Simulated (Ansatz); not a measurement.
## A computed series for AlPt3: pressure series

The parent structure is AlPt$_{3}$ (space group P4/mbm, No. 127; a = 5.448 Å, c = 7.848 Å; a cell from a computed database, its experimental status unchecked).

Cell and atoms are relaxed at each pressure.

Level of theory: plane-wave PAW DFT at the PBEsol level (Ansatz, a quantum-chemistry and plane-wave program, 420 eV), spin-orbit coupling left out.

```csv
pressure (GPa),volume per atom (Å³/atom)
-2,14.680
-1,?
0,14.559
0.3,14.542
1.5,14.473
3,14.390
5,14.283
7.5,14.156
10,14.036
```

Problem. Fit the third-order Birch–Murnaghan form P(V) = (3B₀/2)[(V₀/V)^(7/3) − (V₀/V)^(5/3)]·[1 + (3/4)(B₀′ − 4)((V₀/V)^(2/3) − 1)] (squares taken in P) to the rows shown and predict the withheld row.

Solution. Least squares on the printed values gives V₀ = 14.559 Å³/atom, B₀ = 248 GPa, B₀′ = 5.2; this predicts 14.619 Å³/atom, and the run gives 14.619 Å³/atom, in agreement.

Load acts through the strain it causes; cell and atoms are relaxed under it. Stability against distortions was not tested. No other phases were tried under pressure. The final runs are not spin-polarised.
